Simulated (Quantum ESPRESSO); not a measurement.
Checking a run of Quantum ESPRESSO on SiNi (Pnma, 8 atoms in the cell). The aim is a self-consistent single point with DFT, PBE, plane waves, PSlibrary PAW (PBE) pseudopotentials.

Cell that was meant: a = 5.1752 Å, b = 3.3321 Å, c = 5.6094 Å, α = 90.00°, β = 90.00°, γ = 90.00°.

Part of the input:

```fortran
   ibrav = 0,
   nat = 8,
   ntyp = 2,
   ecutwfc = 15,
   ecutrho = 90,
   occupations = 'smearing',
   smearing = 'gaussian',
   degauss = 0.0073499,
```

Output, abridged:

```
     file Ni.pbe-n-kjpaw_psl.1.0.0.UPF: wavefunction(s)  4S 3D renormalized
   [... lines left out ...]
        k(    1) = (   0.0000000   0.0000000   0.0000000), wk =   0.0138889
        k(    2) = (   0.0000000   0.0000000   0.3075314), wk =   0.0277778
        k(    3) = (   0.0000000   0.2588558   0.0000000), wk =   0.0277778
   [... 21 lines left out ...]

     Dense  grid:     9403 G-vectors     FFT dimensions: (  30,  20,  36)

     Smooth grid:     5161 G-vectors     FFT dimensions: (  30,  16,  30)

     Initial potential from superposition of free atoms

     starting charge      55.9968, renormalised to      56.0000
     Self-consistent Calculation

     iteration #  1     ecut=    15.00 Ry     beta= 0.30

---- Real-time Memory Report at c_bands before calling an iterative solver
            93 MiB given to the printing process from OS
            48 MiB allocation reported by mallinfo(arena+hblkhd)
------------------

     total energy              =    -917.83645795 Ry
     estimated scf accuracy    <      10.14309841 Ry

     total magnetization       =     1.53 Bohr mag/cell
     absolute magnetization    =     2.24 Bohr mag/cell

     iteration #  2     ecut=    15.00 Ry     beta= 0.30

   [... lines left out ...]
------------------

     Magnetic moment per site  (integrated on atomic sphere of radius R)
     atom   1 (R=0.181)  charge=  8.7480  magn=  0.0000
     atom   2 (R=0.181)  charge=  8.7480  magn=  0.0000
     atom   3 (R=0.181)  charge=  8.7480  magn=  0.0000
     atom   4 (R=0.181)  charge=  8.7480  magn=  0.0000
     atom   5 (R=0.181)  charge=  1.5910  magn= -0.0000
     atom   6 (R=0.181)  charge=  1.5910  magn= -0.0000
     atom   7 (R=0.181)  charge=  1.5910  magn= -0.0000
     atom   8 (R=0.181)  charge=  1.5910  magn= -0.0000
     End of self-consistent calculation

     the Fermi energy is    12.0578 ev

!    total energy              =    -919.88759897 Ry
     estimated scf accuracy    <          1.7E-10 Ry
     smearing contrib. (-TS)   =      -0.00035467 Ry
     internal energy E=F+TS    =    -919.88724430 Ry

      -> PAW hartree energy AE =     750.24596984 Ry
      -> PAW hartree energy PS =    -748.61205402 Ry
      -> PAW xc energy AE      =    -702.36699302 Ry
      -> PAW xc energy PS      =     218.64509098 Ry
      -> total E_H with PAW    =      99.72448528 Ry
      -> total E_XC with PAW   =    -670.23460126 Ry

     total magnetization       =     0.00 Bohr mag/cell
     absolute magnetization    =     0.00 Bohr mag/cell

     convergence has been achieved in  21 iterations

   [... lines left out ...]

     Total force =     0.062770     Total SCF correction =     0.000009

          total   stress  (Ry/bohr**3)                   (kbar)     P=    -7285.35
  -0.04971727   0.00000000   0.00000000        -7313.66        0.00        0.00
   0.00000000  -0.04953905   0.00000000            0.00    -7287.45        0.00
   0.00000000   0.00000000  -0.04931815            0.00        0.00    -7254.95

   JOB DONE.
```

Problem. Is this run sound? If not, what is wrong?

Solution. The run is not sound. The fault is a basis or grid far too coarse for these potentials. Far below the cutoff that the potentials were made for, the basis cannot represent the orbitals near the nuclei, and energies, forces and above all the stress go wrong. To fix it, restore the cutoff that the potentials need and check convergence. The run converged in 21 iterations without an error; against the sound input the free energy rises by 17.2 eV/atom, the pressure goes from 1.41 to -728.5 GPa and the largest force goes from 0.060 to 0.673 eV/Å. The full log also holds: “c_bands:  2 eigenvalues not converged”.

The sound input it was made from differs as follows (other fixes are possible):
```diff
-   ecutwfc = 15,
-   ecutrho = 90,
+   ecutwfc = 50,
+   ecutrho = 300,
```

With that input, the run converged in 16 iterations: free energy E − TS -12653.6674 eV; Fermi level (on the code's own zero) 12.66 eV; pressure 1.41 GPa; largest force (vector length) 0.060 eV/Å; size of the cell's spin moment 0.00 μB (DFT, PBE, plane waves, PSlibrary PAW (PBE) pseudopotentials).

On the sound input: the starting cell comes from a database of published, mostly measured structures (it also holds non-ambient and calculated ones), without a prior relaxation at this level. The starting moments vanished: the run ended non-magnetic, which need not be the lowest state. Without a gap this mesh is coarse (it stands for a supercell whose shortest vector is 17 Å).
